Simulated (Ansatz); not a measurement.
**BeS (model structure, from the CsCl type, Pm-3m, No. 221): properties by level of theory**

```tsv
level (code)	lattice parameter a (Å)	formation enthalpy (eV/atom)
PBE (Ansatz)	2.926	___
PBEsol (Ansatz)	2.893	___
PBE-D3(BJ) (Ansatz)	2.875	0.382
```

Some entries are withheld; supply them.


- PBE (Ansatz, an electronic-structure program), formation enthalpy (eV/atom): 0.447
- PBEsol (Ansatz), formation enthalpy (eV/atom): 0.318

Ansatz's density-functional and Hartree–Fock values are scalar-relativistic unless marked +SOC, with PAW data made under PBE.

Static lattice: no zero-point or thermal effects.

A model structure was made by putting elements into a prototype or built by hand; it is no filed structure, need not be a known phase, and can be a saddle point held by its symmetry.
